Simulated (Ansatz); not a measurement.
An Ansatz (an electronic-structure program) input (LDA/PAW in Ansatz, no SOC):

Ansatz 0.2 input:
```yaml
crystal:
  lattice:
    - [3.1443775047, 0, 0]
    - [-1.5721887524, 2.6749614913, 0]
    - [0, 0, 4.9432636499]
  atoms:
    - { symbol: Al, position: [0.3333333333, 0.6666666667, 0.0000044452] }
    - { symbol: Al, position: [0.6666666667, 0.3333333333, 0.5000044452] }
    - { symbol: N, position: [0.3333333333, 0.6666666667, 0.3819955548] }
    - { symbol: N, position: [0.6666666667, 0.3333333333, 0.8819955548] }
basis: { ecutwfc: 420, ecutrho_ratio: 4, xc_grid: 2, fft_grid_basis: typed }
kpoints: { mp_grid: { grid: [12, 12, 7] } }
hamiltonian:
  xc: lda
  dispersion: none
  pseudopotentials: { kind: paw }
scf: { occupations: { method: fermi_dirac, width: 0.05 }, convergence: { dr2_threshold: 0.0000000004 } }
relax: { f_tol: 0.005, max_steps: 50 }
output: { forces: true, stress: true }
checkpoint: { write: state.ck, write_every: 1000 }
```

Which symmetry and how many k-points will the program report, and about how many plane waves at Γ?

Space group Cmc21 (ITA 36) with 4 operations, k-points 172 of 1008, and 809 plane waves at Γ.

And the final pressure?

-3.77 GPa (compression positive).

The cells carry an imposed strain or load. Stability against distortions was not tested. The cell was made from AlN in the wurtzite structure (space group P6_3mc, No. 186) by this change: uniaxial strain ε_xx = +1.80 %.
